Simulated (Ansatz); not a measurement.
Start from Sn (space group I4_1/amd, No. 141).

Sn is modelled in the tetragonal space group I4₁/amd, origin choice 1 (No. 141), Pearson symbol tI4. Lattice parameters: a = b = 5.833 Å, c = 3.158 Å, α = β = γ = 90.00°. Sn on 4a sees 6 Sn at 3.022–3.158 Å. (Neighbours: up to the widest gap in distance over summed covalent radii, below 1.35, at either atom.)
(The calculation used a cell of 2 atoms; values per cell refer to that cell.)

The values are results of PBEsol, PAW, 420 eV (Ansatz, a quantum-chemistry and plane-wave program; scalar-relativistic without spin-orbit coupling), earlier PAW set, not measurements.

For the base:

| Quantity | Result |
|---|---|
| Band gap | zero |
| Space group | I4_1/amd (No. 141) |
| Volume per atom | 26.86 Å³ |

The change: C takes the place of Sn on all its sites; the structure is relaxed again.

### Question
What does the calculation give for the hole mass after the change?

### Answer
The hole mass (degenerate bands, along [100]) comes out as 0.29, 0.29, 0.52 mₑ (at Γ).

### Question
How does this affect the band gap?

### Answer
The band gap changes from zero to 4.04 eV.

### Question
What happens to the space group?

### Answer
The space group becomes Fd-3m (No. 227) (base: I4_1/amd (No. 141)).

### Question
What does the calculation give for the volume per atom after the change?

### Answer
The volume per atom falls by 21.25 Å³, from 26.86 Å³ to 5.61 Å³.

Masses are band curvatures over ±0.01 Å⁻¹ around the edge. No phonon test of stability was made.
